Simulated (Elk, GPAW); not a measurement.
An Elk input for a self-consistent single point of GaAg3 (Pm-3m, 4 atoms in the cell) (DFT, LDA (PW92), all-electron FP-LAPW, Elk's shipped species files, APW+lo basis with extra local orbitals):

```
tasks
  0

xctype
  3

tforce
  .true.

rgkmax
  7.5

gmaxvr
  18.0

lmaxapw
  10

lmaxo
  8

nxlo
  2

lorbcnd
  .true.

lradstp
  2

nrmtscf
  2.0

rmtscf
  0.97

lmaxi
  4

stype
  3

swidth
  0.00183747

scale
  1.889726125

avec
    4.0278350000    0.0000000000    0.0000000000
    0.0000000000    4.0278350000    0.0000000000
    0.0000000000    0.0000000000    4.0278350000

atoms
  2   : nspecies
  'Ga.in'   : spfname
  1   : natoms; atposl, bfcmt below
  0.0000000000  0.0000000000  0.0000000000    0.0 0.0 0.0
  'Ag.in'   : spfname
  3   : natoms; atposl, bfcmt below
  0.5000000000  0.0000000000  0.5000000000    0.0 0.0 0.0
  0.0000000000  0.5000000000  0.5000000000    0.0 0.0 0.0
  0.5000000000  0.5000000000  0.0000000000    0.0 0.0 0.0

ngridk
  11 11 11
```

**Question.** Translate this input to GPAW.

**Answer.** One input that does it (others would too):

```python
from ase import Atoms
from ase.units import GPa
from gpaw import GPAW

atoms = Atoms(['Ga', 'Ag', 'Ag', 'Ag'],
              cell=[[4.027835, 0.000000, 0.000000],
                    [0.000000, 4.027835, 0.000000],
                    [0.000000, 0.000000, 4.027835]],
              positions=[[0.000000, 0.000000, 0.000000],
                         [2.013917, 0.000000, 2.013917],
                         [0.000000, 2.013917, 2.013917],
                         [2.013917, 2.013917, 0.000000]],
              pbc=True)

calc = GPAW(mode={'name': 'pw', 'ecut': 600},
            xc='LDA',
            kpts=(11, 11, 11),
            occupations={'name': 'fermi-dirac', 'width': 0.05},
            nbands=-10,
            convergence={'density': 1e-05, 'energy': 1e-05},
            symmetry={'symmorphic': False, 'tolerance': 0.0005},
            maxiter=150,
            txt='-')

atoms.calc = calc

energy = atoms.get_potential_energy()
print('Energy (eV):', round(energy, 6))
forces = atoms.get_forces()
print('Forces (eV/Ang):')
print(forces.round(5))
stress = atoms.get_stress()
print('Stress (GPa, Voigt):', (stress / GPa).round(4))
```

Basis, cutoffs, solver keys and any potentials are the target program's own. This input uses DFT LDA (Perdew-Wang 92), plane waves, GPAW PAW datasets LDA (gpaw-data 1.0.1). LDA parametrisations can differ slightly between programs.

The starting cell comes from a database of computed structures (which also holds hypothetical and non-ambient phases and stackings), without a prior relaxation at this level. Its lattice was rescaled by a random factor within 2.5 % of one.
